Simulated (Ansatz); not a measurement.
The parent structure is LaN in the CsCl type structure (space group Pm-3m, No. 221; a = 3.124 Å; a hypothetical phase, not in the database extracts checked; relaxed with 0.1 eV smearing). Axes: x, y, z lie along the cube axes.

Method: Ansatz (a quantum-chemistry and plane-wave program) PBEsol, no SOC.

A first run, uniaxial strain ε_yy = +1.75 %, gives secant values C11 ≈ 340 GPa and C12 ≈ 24 GPa from its stress. A second run applies uniaxial stress, 2 GPa compression along z.

Problem. What does linear elasticity predict for Young's modulus in the second run, and what does the run give?

Solution. Linear elasticity: (C11 − C12)(C11 + 2 C12)/(C11 + C12) = 340 GPa. The run gives 350 GPa; any difference comes from nonlinear terms at these strains and numerical noise.

Stability under load was not tested beyond the relaxation. The final runs are not spin-polarised.
